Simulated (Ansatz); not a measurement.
MoS2 (P6_3/mmc), Ansatz (a program for electronic structure) with r2SCAN+D4 with spin-orbit coupling, rigid bands. Band gap 1.05 eV, N_c = 1.58e20 cm⁻³ and N_v = 1.75e19 cm⁻³ at 300 K, conductivity masses along y (a = (3.17, 0.00, 0.00) Å; b = (-1.59, 2.75, 0.00) Å; c = (0.00, 0.00, 12.48) Å) of 0.586 mₑ (electrons) and 0.717 mₑ (holes). Take k_BT = 0.02585 eV.

### Question
What built-in voltage has an abrupt junction with N_A = 1e16 and N_D = 1e17 cm⁻³, all dopants ionised?

### Answer
V_bi = E_g/e − (k_BT/e) ln(N_c N_v/(N_A N_D)) = 1.05 − 0.02585 × 14.83 = 0.67 V, for the computed gap.

### Question
Find the intrinsic carrier density and the intrinsic Fermi level.

### Answer
n_i = √(N_c N_v) exp(−E_g/2k_BT) = 5.26e19 × exp(−20.31) = 8.0e10 cm⁻³. The level lies (k_BT/2) ln(N_v/N_c) = -28 meV from mid-gap (positive towards the conduction band). Each 0.1 eV added to the gap lowers n_i by a factor of 6.9.

### Question
A film of it is 2 nm thick, with its normal along the direction named. Estimate the confinement energies in an infinite well.

### Answer
ħ²π²/(2m t²) = 0.376 eV·nm²/(m/mₑ × t²) gives 160 meV for electrons and 131 meV for holes, so the gap would widen to about 1.34 eV. Finite barriers and nonparabolic bands lower this, and with several valleys or bands the heaviest mass along the normal sets the lowest level, not this average.

Rigid bands with the computed gap; masses take one relaxation time for all states. Geometry: cell and atoms relaxed with r2SCAN+D4.
